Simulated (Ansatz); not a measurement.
Start from In$_{2}$Pt (space group Fm-3m, No. 225; a = 6.3722 Å).

Levels (all Ansatz, a program for electronic structure, PAW): PBEsol (420 eV, no SOC); PBEsol+SOC (420 eV, with spin-orbit coupling).

The geometry is relaxed with PBEsol.

```
Item              Result
---------------  -------
PBEsol pressure  0.0 GPa
```

Task: How does going to PBEsol+SOC change the pressure?

Result: The pressure goes from zero to -0.3 GPa.

Single points use the geometry relaxed with PBEsol. The spin-orbit shifts are approximate. Stability against distortions was not tested. The runs without spin-orbit coupling are not spin-polarised.
